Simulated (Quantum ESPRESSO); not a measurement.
Quantum ESPRESSO run on Sr2Ir (Fm-3m, 3 atoms in the cell): self-consistent single point.

Level of theory: LDA (PZ), spin-orbit coupling, PseudoDojo fully relativistic norm-conserving (PBE) pseudopotentials (plane waves; Quantum ESPRESSO 7.5).

```
CELL_PARAMETERS angstrom
      0.00000     3.58442     3.58442
      3.58442     0.00000     3.58442
      3.58442     3.58442     0.00000
ATOMIC_POSITIONS crystal
  Sr 0.75000 0.75000 0.75000
  Sr 0.25000 0.25000 0.25000
  Ir 0.00000 0.00000 0.00000
```

Reference input (self-consistent single point, DFT, LDA (PZ), plane waves, GBRV 1.5 ultrasoft (LDA) pseudopotentials): ecutwfc = 40 Ry; ecutrho = 320 Ry; occupations = smearing; smearing = gauss; degauss = 0.0099958 Ry; potentials = {Sr: sr_lda_v1.uspp.F.UPF, Ir: ir_lda_v1.2.uspp.F.UPF}; K_POINTS = automatic 6 6 6 0 0 0; conv_thr = 1e-10 Ry; mixing_beta = 0.7. This run's input differs from it in these lines:

```diff
@@ -12,4 +12,3 @@
   ntyp = 2
-  ecutwfc = 40
-  ecutrho = 320
+  ecutwfc = 70
   occupations = 'smearing'
@@ -17,2 +16,5 @@
   degauss = 0.0099958
+  noncolin = .true.
+  lspinorb = .true.
+  input_dft = 'pz'
 /
@@ -23,4 +25,4 @@
 ATOMIC_SPECIES
-Sr    87.6200  sr_lda_v1.uspp.F.UPF
-Ir   192.2170  ir_lda_v1.2.uspp.F.UPF
+Sr    87.6200  Sr.upf
+Ir   192.2170  Ir.upf
 ATOMIC_POSITIONS crystal
```

The program printed (abridged):

```
     Self-consistent Calculation

     iteration #  1     ecut=    70.00 Ry     beta= 0.70

     total energy              =    -366.44988253 Ry
     estimated scf accuracy    <       0.66688605 Ry

     iteration #  2     ecut=    70.00 Ry     beta= 0.70

     total energy              =    -365.50838306 Ry
     estimated scf accuracy    <      11.30155919 Ry

     iteration #  3     ecut=    70.00 Ry     beta= 0.70

     total energy              =    -366.87500246 Ry
     estimated scf accuracy    <       0.04784179 Ry

   [... 12 blocks of this kind left out ...]

     iteration # 16     ecut=    70.00 Ry     beta= 0.70

     total energy              =    -366.88112001 Ry
     estimated scf accuracy    <          3.0E-10 Ry

     iteration # 17     ecut=    70.00 Ry     beta= 0.70
     End of self-consistent calculation

     the Fermi energy is     9.2864 ev

!    total energy              =    -366.88112001 Ry
     estimated scf accuracy    <          1.9E-12 Ry
     smearing contrib. (-TS)   =      -0.00238628 Ry
     internal energy E=F+TS    =    -366.87873373 Ry

     convergence has been achieved in  17 iterations

     Forces acting on atoms (cartesian axes, Ry/au):

     atom    1 type  1   force =    -0.00000000    0.00000000    0.00000000
   [... zero for the other atoms too ...]

     Total force =     0.000000     Total SCF correction =     0.000000

          total   stress  (Ry/bohr**3)                   (kbar)     P=      -23.52
  -0.00015990  -0.00000000  -0.00000000          -23.52       -0.00       -0.00
  -0.00000000  -0.00015990  -0.00000000           -0.00      -23.52       -0.00
  -0.00000000  -0.00000000  -0.00015990           -0.00       -0.00      -23.52

   JOB DONE.
```

The run converged in 17 iterations. Against the reference run the pressure goes from -2.69 to -2.35 GPa. The full log also holds: “c_bands:  2 eigenvalues not converged”. The full log also holds: “c_bands:  1 eigenvalues not converged”.

The starting cell comes from a database of computed structures (which also holds hypothetical and non-ambient phases and stackings), without a prior relaxation at this level. Its lattice was rescaled by a random factor within 2.5 % of one.

Cost on one core of a shared machine: roughly 5 min.
